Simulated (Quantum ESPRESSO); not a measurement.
# How a calculation on TiO2 (Pbca, 24 atoms in the cell) responds to its settings

```xyz
24
Lattice="5.1491 0.0000 0.0000 0.0000 9.1942 0.0000 0.0000 0.0000 5.4591" Properties=species:S:1:pos:R:3 pbc="T T T"
Ti     0.7101     3.4113     2.1977
Ti     4.4390     5.7829     3.2614
Ti     1.8644     5.7829     4.9273
Ti     3.2847     3.4113     0.5318
Ti     3.2847     1.1858     3.2614
Ti     1.8644     8.0084     2.1977
Ti     4.4390     8.0084     0.5318
Ti     0.7101     1.1858     4.9273
O      2.3928     2.4798     2.1290
O      2.7563     6.7144     3.3301
O      0.1817     6.7144     4.8586
O      4.9674     2.4798     0.6006
O      4.9674     2.1173     3.3301
O      0.1817     7.0769     2.1290
O      2.7563     7.0769     0.6006
O      2.3928     2.1173     4.8586
O      4.2049     0.0964     4.6467
O      0.9442     9.0978     0.8124
O      3.5188     9.0978     1.9172
O      1.6304     0.0964     3.5419
O      1.6304     4.5007     0.8124
O      3.5188     4.6935     4.6467
O      0.9442     4.6935     3.5419
O      4.2049     4.5007     1.9172
```

Base run A: PBE, SSSP 1.1.2 efficiency (PBE) pseudopotentials run with Quantum ESPRESSO 7.5, self-consistent single point.

Its settings: ecutwfc = 55 Ry; ecutrho = 440 Ry; occupations = smearing; smearing = fermi-dirac; degauss = 0.000734986 Ry; potentials = {Ti: ti_pbe_v1.4.uspp.F.UPF, O: O.pbe-n-kjpaw_psl.0.1.UPF}; K_POINTS = automatic 3 2 3 0 0 0; conv_thr = 1e-10 Ry.

The starting cell comes from a database of computed structures (which also holds hypothetical and non-ambient phases and stackings), without a prior relaxation at this level. In the base run, with a pressure of about 3 GPa the cell is away from its equilibrium volume at this level.

ΔF is the free energy per atom less that of run A. 

Run A gave: pressure (GPa) 3.48; largest force (eV/Å) 0.099; gap on the mesh (eV) 2.293; iterations 14.

Runs:
- B: mixing_beta, mixing_mode = 0.2, plain
- C: mixing_beta, mixing_mode = 0.5, plain
- D: mixing_beta, mixing_mode = 0.2, TF
- E: mixing_beta, mixing_mode = 0.5, TF
- F: mixing_beta, mixing_mode = 0.2, local-TF
- G: mixing_beta, mixing_mode = 0.5, local-TF

Problem. Which runs reach the base run's state, and which is quickest in iterations?

Solution. Runs B, C, D, E, F, G ended on the same solution as A (within 1 meV/atom). The fewest iterations to that state were 14 (A); the most were 27.

```csv
run,ΔF (meV/atom),pressure (GPa),largest force (eV/Å),gap on the mesh (eV),iterations
A,0.00,3.48,0.099,2.293,14
B,0.00,3.48,0.099,2.293,21
C,0.00,3.48,0.099,2.293,15
D,0.00,3.48,0.099,2.293,27
E,0.00,3.48,0.099,2.293,21
F,0.00,3.48,0.099,2.293,19
G,0.00,3.48,0.099,2.293,19
```
